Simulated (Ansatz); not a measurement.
# Effect of pressure 4.5 GPa on HfSiO4

The parent structure is HfSiO4 (space group I4_1/amd, No. 141; a = 6.5821 Å, c = 5.9661 Å).

One thing is altered: cell and atoms relaxed at a pressure of 4.5 GPa.

The values are results of Ansatz (a quantum-chemistry and plane-wave program) PBEsol, no SOC, not measurements. Γ-centred 6×6×6 mesh, Fermi–Dirac width 0.05 eV.

```tsv
quantity	base	changed	shift
volume per atom	10.77 Å³	10.57 Å³	-0.20 Å³
density	6.95 g/cm³	7.09 g/cm³	+0.133 g/cm³
lattice parameter a	658.2 pm	653.5 pm	-4.7 pm
c/a ratio	0.906	0.909	+0.0025
shortest interatomic distance	163.0 pm	162.2 pm	-0.8 pm
enthalpy H = E + PV relative to the base's energy	–	+0.30 eV/atom	–
band gap (an upper bound: an edge found on the path is not a true extremum; both cells)	5.38 eV	5.48 eV	+0.095 eV
```

Spin-orbit coupling, missing from the scalar runs, can matter with Hf. Load acts through the strain it causes; cell and atoms are relaxed under it. Whether these cells are dynamically stable was not tested.
